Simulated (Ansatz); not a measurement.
Effect of pressure 3 GPa on SrVO3

Take SrVO3 in the cubic perovskite structure (space group Pm-3m, No. 221; a = 3.841 Å; ferromagnetic) as the base.

Now apply this change: cell and atoms relaxed at a pressure of 3 GPa.

Level of theory: r2SCAN (Ansatz, a first-principles code, PAW, scalar-relativistic without spin-orbit coupling). k-mesh 12×12×12 (Γ-centred); smearing 0.05 eV (Fermi–Dirac).

```csv
quantity,base,changed,shift
volume per atom,11.33 Å³,11.16 Å³,-0.17 Å³
density,5.47 g/cm³,5.55 g/cm³,+0.08 g/cm³
lattice parameter a,3.841 Å,3.822 Å,-0.019 Å
shortest interatomic distance,1.920 Å,1.911 Å,-0.009 Å
band gap,zero,zero,–
magnetic state,ferromagnetic,ferromagnetic,–
largest site moment,0.82 μB,0.81 μB,-0.01 μB
```

The magnetic state is the one reached from the starting moments; the real material's order can differ, and small cells can't hold many antiferromagnetic ones. Load acts through the strain it causes; cell and atoms are relaxed under it. Whether these cells are dynamically stable was not tested. No Hubbard U is applied, and correlation can decide whether such a compound is a metal.
